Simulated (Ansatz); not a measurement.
Results of r²SCAN in Ansatz (PAW) for bcc Ca (high-temperature phase).

Settings: plane-wave cutoff 560 eV, 18×18×18 k mesh, Fermi–Dirac smearing 0.05 eV, scalar-relativistic PAW data made under PBE.

Computed points:

```csv
V (Å³/atom),E − E_lowest (meV/atom)
41.565,4.10
42.431,1.02
43.297,0.00
44.163,0.89
45.029,3.55
```

### Question
Estimate the bulk modulus and its pressure derivative from these points.

### Answer
V0 = 43.317 Å³/atom, B0 = 17.6 GPa, B′ = 2.7 (fit to the energies at full precision).

Note: symmetry holds this phase in the static calculation, where it need not be a minimum.

Static lattice: no zero-point or thermal effects.

Ansatz is a program for electronic structure.
